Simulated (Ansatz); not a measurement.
Consider TaN in the rock salt structure (space group Fm-3m, No. 225; a = 4.3959 Å).

The values are results of r2SCAN in Ansatz (plane waves to 500 eV, PAW, spin-orbit coupling left out), earlier PAW set, not measurements.

One change was made to it. Results:

The band gap stays zero; the lattice parameter a falls by 0.035 Å to 4.361 Å.

Question: Name the change that was made.
A. pressure 1.8 GPa
B. pressure −2 GPa
C. pressure 30 GPa
D. pressure −1 GPa
E. pressure 9 GPa

Answer: E, pressure 9 GPa. For comparison, the lattice parameter a in the other runs: pressure 1.8 GPa gives 4.389 Å; pressure 30 GPa gives 4.291 Å; pressure −2 GPa gives 4.404 Å; pressure −1 GPa gives 4.400 Å.

Load acts through the strain it causes; cell and atoms are relaxed under it. Stability against distortions was not tested. No other phases were tried under pressure. The final runs are not spin-polarised. This is not the structure that TaN has at room temperature and ambient pressure.

Ansatz is a first-principles code.
